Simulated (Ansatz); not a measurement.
# Bulk modulus of MoPt (P-6m2, No. 187; start mp-1221433) at several levels of theory

No measured value is used here.

```json
[
 {"level (code)": "LDA (Ansatz)", "value (GPa)": "311", "cell (Å³/atom)": "14.73"},
 {"level (code)": "PBEsol (Ansatz)", "value (GPa)": "295", "cell (Å³/atom)": "14.98"},
 {"level (code)": "r²SCAN (Ansatz)", "value (GPa)": "286", "cell (Å³/atom)": "15.23"}
]
```

Density-functional levels without +SOC have no spin–orbit coupling. LDA, PBEsol, r²SCAN: the run has no spin polarisation, so it can have missed a magnetic state. LDA, PBEsol, r²SCAN: the bulk modulus is −V dP/dV from two relaxed cells at ±2 % in volume. LDA, PBEsol, r²SCAN: the relaxation could not lower the start's symmetry, so the cell can be a saddle point above a distorted one. Each level is taken at its own relaxed cell. Cutoffs differ between the levels. Ansatz's density-functional and Hartree–Fock values are scalar-relativistic unless marked +SOC, with PAW data made under PBE.

A start named mp-… is a Materials Project structure, which can be a computed phase never made.

Ansatz is a quantum-chemistry and plane-wave program.
